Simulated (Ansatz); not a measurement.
Pt: strain along the normal

Pt (fcc, Fm-3m, 15.311 Å³/atom and stress up to 0.01 GPa in the relaxed cell) under an equal strain ε in the (111) plane with the normal axis free, as in a coherent film. r2SCAN in Ansatz, a plane-wave DFT program (PAW, default set), 500 eV, 29×29×29 Γ-centred mesh, Fermi-Dirac smearing 0.10 eV.

Here s stands for strain and y for normal strain.

| strain (%) | normal strain (%) |
|---|---|
| -1.25 | 1.56 |
| -0.83 | 1.03 |
| -0.42 | 0.52 |
| 0.00 | 0.00 |
| 0.42 | -0.51 |
| 0.83 | -0.99 |
| 1.25 | -1.47 |
| 2.50 | ? |

Fit y of the 7 rows that show it with a straight line. Means: s 0, y 0.020. About the means, the sum of products is -5.8967 and the sum of squares of s is 4.8556; the slope is their ratio. Least squares gives y = 0.020 - 1.2144·s. Residuals (row less fit): 0.022, 0.002, -0.010, -0.020, -0.020, -0.002, 0.028; standard error 0.021 (degrees of freedom: 5). The slope, about -1.2, is the elastic response of the normal axis.

Task: What does the fit predict for y at s = 2.50, and how far is the calculated value from it?

Result: y = 0.020 - 1.2144 × 2.50 = -3.016%. The calculation gives -2.83%, 0.186% above the prediction (4.2 % of the range of y in the table). The row lies outside the fitted rows, so this is an extrapolation. From the scatter of the fitted rows alone, a prediction at this place has a standard error of 0.033%, so the miss is 5.6 times that.

A polynomial of degree 2 through the 12 other runs of the series gives -2.84 there, so most of the miss is curvature that the fit leaves out. In a metal these values are sensitive to mesh and smearing; energies are taken to zero smearing, stresses follow the free energy. The runs aren't spin-polarised. Spin-orbit coupling is left out, which can shift these values for the heavy elements here. Rows are the converged runs of the series near zero and its far end; series whose fitted rows scatter by over a few per cent of the range, as at a crossing or softening among them, aren't shown in this form, nor equations of state whose B0' disagrees with the runs' pressures. Most that stay on the fit to the last digits aren't either.
